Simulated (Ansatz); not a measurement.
## Pressure series in hypothetical P6_3/mmc SiSe2

Base system: SiSe2 in the 2H-MoS2 type structure (space group P6_3/mmc, No. 194; a = 3.440 Å, c = 11.034 Å; a hypothetical phase, not in the database extracts checked; layered, stacked along the Cartesian z axis).

Cell and atoms are relaxed at each pressure.

Calculations: plane-wave PAW DFT at the PBEsol-D3(BJ) level (Ansatz, an electronic-structure program, 420 eV), scalar-relativistic without spin-orbit coupling.

Notes on the quantities. enthalpy: H = E + PV relative to the base's energy.

```csv
variant,enthalpy,shortest interatomic distance
base,–,2.530 Å
pressure −2 GPa,-0.24 eV/atom,2.545 Å
pressure −1 GPa,-0.12 eV/atom,2.537 Å
pressure 0.9 GPa,+0.11 eV/atom,2.523 Å
pressure 2.1 GPa,+0.24 eV/atom,2.515 Å
pressure 4.5 GPa,+0.52 eV/atom,2.500 Å
pressure 9 GPa,+1.01 eV/atom,2.473 Å
pressure 15 GPa,+1.63 eV/atom,2.444 Å
pressure 22.5 GPa,+2.37 eV/atom,2.412 Å
pressure 30 GPa,+3.08 eV/atom,2.386 Å
```

Load acts through the strain it causes; cell and atoms are relaxed under it. Whether these cells are dynamically stable was not tested. Competing high-pressure phases were not computed. The final runs are not spin-polarised.
